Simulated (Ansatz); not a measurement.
## InSb, pressure series

Consider InSb in the zinc blende structure (space group F-43m, No. 216; a = 6.5573 Å).

Cell and atoms are relaxed at each pressure.

The values are results of r2SCAN/PAW in Ansatz (a quantum-chemistry and plane-wave program), without spin-orbit coupling, earlier PAW set, not measurements.

Notes on the quantities. enthalpy: H = E + PV relative to the base's energy.

```csv
change,enthalpy,shortest interatomic distance
base,–,5.366 bohr
pressure −2 GPa,-0.45 eV/atom,[?]
pressure −1 GPa,-0.22 eV/atom,[?]
pressure 3 GPa,+0.64 eV/atom,5.260 bohr
pressure 7 GPa,+1.44 eV/atom,5.154 bohr
pressure 15 GPa,+2.93 eV/atom,5.003 bohr
pressure 30 GPa,+5.45 eV/atom,4.818 bohr
pressure 50 GPa,+8.47 eV/atom,4.656 bohr
pressure 75 GPa,+11.89 eV/atom,[?]
pressure 100 GPa,+15.05 eV/atom,[?]
```

Task: Fill in the withheld entries from the trend.

Result: 
- pressure −2 GPa, shortest interatomic distance: 5.461 bohr
- pressure −1 GPa, shortest interatomic distance: 5.410 bohr
- pressure 75 GPa, shortest interatomic distance: 4.515 bohr
- pressure 100 GPa, shortest interatomic distance: 4.410 bohr

Load acts through the strain it causes; cell and atoms are relaxed under it. Whether these cells are dynamically stable was not tested. Tetrahedral semiconductors of this kind turn to denser phases somewhere between about 1 and 50 GPa; those were not computed, so compressed cells here can lie past the real transition. All final runs are without spin polarisation.
